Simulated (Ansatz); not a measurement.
The starting structures come from a database of crystals and need not be the phases stable at ambient conditions.

By PBEsol, the system below comes out a metal.

```
Ag
1.0
    5.06157     0.00000     0.00000
    2.53079     4.92347     0.00000
    2.53079    -0.43363     1.39532
Ag
2
Direct
  0.41667   0.25000   0.25000
  0.58333   0.75000   0.75000
```

Space group of this cell: P6_3/mmc, hcp (Mg type). The cell is taken as given; by PBEsol its mean pressure is -4.3 GPa.

The current flows along the normal of the first two printed cell vectors, the (111) plane of the conventional cell. No spin-orbit coupling; the value is a mean over 0.1 eV about the Fermi level.

Give the ballistic conductance per area that PBEsol (Ansatz, a program for electronic structure) yields.

0.91 × 10¹⁵ S/m² for both spins.
